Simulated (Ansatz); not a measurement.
For ZrGe2 (model structure, started from the fluorite type, Fm-3m, No. 225, 3 atoms in the cell), PBEsol (Ansatz, an electronic-structure program, plane waves, PAW) gives:

- equilibrium lattice constant a: 6.382 Å
- enthalpy of formation: 0.029 eV/atom

What does PBE-D3(BJ) in Ansatz (plane waves, PAW) give for the same quantities?


- lattice constant a: 6.396 Å (goes up by 0.2 %)
- formation enthalpy: 0.045 eV/atom (grows by 0.016 eV/atom)

Changes are worked out from the printed values.

Unless a cell is named, each level is at its own relaxed cell (PBEsol 21.67, PBE-D3(BJ) 21.80 Å³/atom).

Ansatz's density-functional and Hartree–Fock values are scalar-relativistic unless marked +SOC, with PAW data made under PBE.

A model structure was made by putting elements into a prototype or built by hand; it is no filed structure, need not be a known phase, and can be a saddle point held by its symmetry.
